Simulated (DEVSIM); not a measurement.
Device: isotype n-n heterojunction Al0.4Ga0.6As/GaAs, at 300 K.

Layer 1 from the left is Al0.4Ga0.6As, thickness (μm) 0.180, Nd (cm⁻³) 2.3e17, τn (s) 1.9e-8, τp (s) 1.9e-8. Layer 2 from the left is GaAs, thickness (μm) 0.300, Nd (cm⁻³) 2.8e16, τn (s) 1.9e-8, τp (s) 1.9e-8.

Left contact: ohmic. Right contact: ohmic. Voltage is applied to the left contact. Recombination: SRH at mid-gap, Auger. Mobility is constant in doping.

Constants are typed, rounded textbook-type inputs, not results; the design itself was drawn at random and stands for no fabricated device. Values at 300 K.

Al0.4Ga0.6As: gap (eV) 1.9228, affinity (eV) 3.754, permittivity 11.76, Nc (cm⁻³) 7.93e17, Nv (cm⁻³) 9e18, μn (cm²/Vs) 3220, μp (cm²/Vs) 158, Cn (cm⁶/s) 1e-30, Cp (cm⁶/s) 1e-30. GaAs: gap (eV) 1.424, affinity (eV) 4.07, permittivity 12.9, Nc (cm⁻³) 4.7e17, Nv (cm⁻³) 9e18, μn (cm²/Vs) 8500, μp (cm²/Vs) 400, Cn (cm⁶/s) 1e-30, Cp (cm⁶/s) 1e-30.

DEVSIM, 1D drift-diffusion, Boltzmann statistics, complete ionisation; no tunnelling, impact ionisation, image-force lowering or self-heating. Band offsets follow the typed affinities; no thermionic-emission limit at abrupt steps, no polarisation charge.

Q: What does the simulation give for the potential step across the device at zero bias?

A: potential step across the device at zero bias 0.357 V.
